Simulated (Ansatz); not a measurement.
**A computed series for Ge: element substitutions**

Take Ge in the diamond structure (space group Fd-3m, No. 227; a = 5.676 Å) as the base.

Each row replaces one element on all its sites; cell and atoms are relaxed.

Levels (all Ansatz, a quantum-chemistry and plane-wave program, PAW, earlier PAW set): PBEsol (420 eV, no SOC); r2SCAN (500 eV, without spin-orbit coupling); PBEsol+SOC (420 eV, noncollinear with spin-orbit coupling).

Pressures by level, all at the geometries relaxed with PBEsol:

```
case      PBEsol    r2SCAN  PBEsol+SOC
-------  -------  --------  ----------
base     0.0 GPa  -0.1 GPa     0.0 GPa
Ge → Sn  0.0 GPa   0.5 GPa     0.0 GPa
Ge → Ni  0.0 GPa   1.1 GPa           –
Ge → Zn  0.0 GPa   0.6 GPa     0.0 GPa
```

The magnetic state is the one reached from the starting moments; the real material's order can differ, and small cells can't hold many antiferromagnetic ones. Single points use the geometry relaxed with PBEsol. Their cutoffs differ, which shifts pressures a little. Differences between runs with and without spin-orbit coupling are approximate. No phonon test of stability was made. As relaxed here, Ni and Zn are hypothetical phases, not in the database extracts checked.
